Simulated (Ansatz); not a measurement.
An Ansatz (a program for electronic structure) input (DFT with PBEsol, PAW potentials and a 420 eV plane-wave cutoff in Ansatz, without spin-orbit coupling):

Ansatz 0.2 input:
```yaml
crystal:
  lattice:
    - [4.5911701213, 0, 0]
    - [0, 4.5911701213, 0]
    - [0, 0, 2.9390591412]
  atoms:
    - { symbol: Ti, position: [0, 0, 0] }
    - { symbol: Ti, position: [0.5, 0.5, 0.5] }
    - { symbol: O, position: [0.3044398089, 0.3044398089, 0] }
    - { symbol: O, position: [0.8044398089, 0.1955601911, 0.5] }
    - { symbol: O, position: [0.1955601911, 0.8044398089, 0.5] }
    - { symbol: O, position: [0.6955601911, 0.6955601911, 0] }
basis: { ecutwfc: 420, ecutrho_ratio: 4, xc_grid: 2, fft_grid_basis: typed }
kpoints: { mp_grid: { grid: [10, 10, 16] } }
hamiltonian:
  xc: pbesol
  dispersion: none
  pseudopotentials: { kind: paw }
total_charge: -0.185856
scf: { occupations: { method: fermi_dirac, width: 0.0259 }, convergence: { dr2_threshold: 0.0000000006 } }
relax: { f_tol: 0.005, max_steps: 30 }
output: { forces: true, stress: true }
checkpoint: { write: state.ck, write_every: 1000 }
```

Question: Which symmetry and how many k-points will the program report, and about how many plane waves at Γ?

Answer: Space group P42/mnm (ITA 136) with 16 operations, k-points 189 of 1600, and 1185 plane waves at Γ.

Carriers are added with a uniform compensating background; total energy and stress of such cells depend on the potential's zero and are not compared; many-body gap narrowing is missing at this level. No phonon test of stability was made. All final runs are without spin polarisation. The cell was made from TiO2 in the rutile structure (space group P4_2/mnm, No. 136) by this change: electrons 3.0×10^21 cm⁻³.
